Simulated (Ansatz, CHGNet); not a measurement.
For L1₂ (Cu3Au-type) Al3Sc, the machine-learned potential CHGNet-r²SCAN (trained on r²SCAN data) gives:

| Quantity | Result |
|---|---|
| equilibrium lattice constant a | 4.087 Å |
| enthalpy of formation | -0.497 eV/atom |

Q: What does HSE06 in Ansatz (plane waves, PAW) give for the same quantities?

A: 
- lattice constant a: 4.093 Å (rises by 0.1 %)
- formation enthalpy: -0.494 eV/atom (moves by +0.003 eV/atom)

For comparison: lattice constant a 4.103 Å (measured, room temperature, not corrected to a static lattice; as tabulated in A Combined Experimental and First-Principles Based Assessment of …); formation enthalpy -0.451 ± 0.02 eV/atom (measured, 298 K, copied from a table, unchecked, no zero-point or thermal correction; as tabulated in Wang et al. (2021), doi:10.1038/s41598-021-94550-5).

Changes are worked out from the printed values.

Unless a cell is named, each level is at its own relaxed cell (CHGNet-r²SCAN 17.07, HSE06 17.14 Å³/atom).

Caveats: hybrids on metals are sensitive to the k mesh and can open a false gap (HSE06). Ansatz's density-functional and Hartree–Fock values are scalar-relativistic unless marked +SOC, with PAW data made under PBE.

Ansatz is a first-principles code.
